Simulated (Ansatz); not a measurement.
**Step by step: reaction energy**

Subject: the reaction energy. Reaction: Zn (hcp) + 1/2 O2 (gas) → ZnO (wurtzite). Negative: the products are lower in energy.

ZnO (wurtzite, P6₃mc), 108 atoms in the cell, the relaxed perfect crystal repeated, atoms not moved again. Conventional cell: a = b = 3.279 Å, c = 5.293 Å, α = β = 90.00°, γ = 120.00°.

Method: Ansatz (a quantum-chemistry and plane-wave program), PAW, neutral cells at 0 K with nuclei at rest, on structures from PBE. Ansatz runs with its default PAW set. Other levels take these structures. The lattices are those relaxed with PBE, so at other levels the solids can be strained, which adds to the spread. A dispersion term (D3(BJ), or D4 for r2SCAN) was computed beside these levels and is taken off wherever the name lacks it. Space groups of crystals are read within 0.01 Å.

Total energies of the cells in eV, at zero smearing width. They compare only within one column; the weights balance every element.

```json
[
 {"cell": "ZnO (wurtzite)", "atoms": "108", "weight": "+1", "PBE": "-209889.71244", "PBE+D3(BJ)": "-209913.08194"},
 {"cell": "Zn (hcp)", "atoms": "2", "weight": "−27", "PBE": "-6638.06094", "PBE+D3(BJ)": "-6638.86478"},
 {"cell": "O2 (gas)", "atoms": "2", "weight": "−27", "PBE": "-1129.93688", "PBE+D3(BJ)": "-1129.94420"}
]
```

PBE: (-209889.71244) − 27 × (-6638.06094) − 27 × (-1129.93688) = -153.771 eV; dividing by 54 gives -2.85 eV.

PBE+D3(BJ): (-209913.08194) − 27 × (-6638.86478) − 27 × (-1129.94420) = -155.239 eV; dividing by 54 gives -2.87 eV.

What follows from the PBE value: Per mole of the reaction as written, -2.848 eV × 96.485 = -274.8 kJ.
